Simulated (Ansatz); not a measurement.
# SrTiO3, carrier doping

The parent structure is SrTiO3 in the cubic perovskite structure (space group Pm-3m, No. 221; a = 3.907 Å).

Carriers are added at fixed cell with a uniform background; the Fermi–Dirac width is that of 300 K.

Level of theory: r2SCAN in Ansatz (plane waves to 500 eV, PAW, no SOC).

Notes on the quantities. Fermi level from band edge: Fermi level relative to the doped band's edge (positive inside the band; to 0.05 eV).

```csv
case,gap between the host's bands,Fermi level from band edge
undoped,2.26 eV,–
electrons 2.0×10^21 cm⁻³,2.43 eV,+0.20 eV
electrons 3.0×10^21 cm⁻³,2.51 eV,+0.25 eV
electrons 5.0×10^21 cm⁻³,2.68 eV,+0.40 eV
electrons 7.0×10^21 cm⁻³,?,?
holes 2.0×10^21 cm⁻³,2.32 eV,+0.10 eV
holes 3.0×10^21 cm⁻³,2.34 eV,+0.10 eV
holes 5.0×10^21 cm⁻³,2.40 eV,+0.15 eV
holes 7.0×10^21 cm⁻³,2.45 eV,+0.25 eV
```

Q: Complete the table.

A: 
- electrons 7.0×10^21 cm⁻³, gap between the host's bands: 2.85 eV
- electrons 7.0×10^21 cm⁻³, Fermi level from band edge: +0.55 eV

Carriers are added with a uniform compensating background; total energy and stress of such cells depend on the potential's zero and are not compared; many-body gap narrowing is missing at this level. Whether these cells are dynamically stable was not tested. All final runs are without spin polarisation. Many cubic perovskites are stable only at high temperature; tilts and polar distortions were not tested.

Ansatz is a quantum-chemistry and plane-wave program.
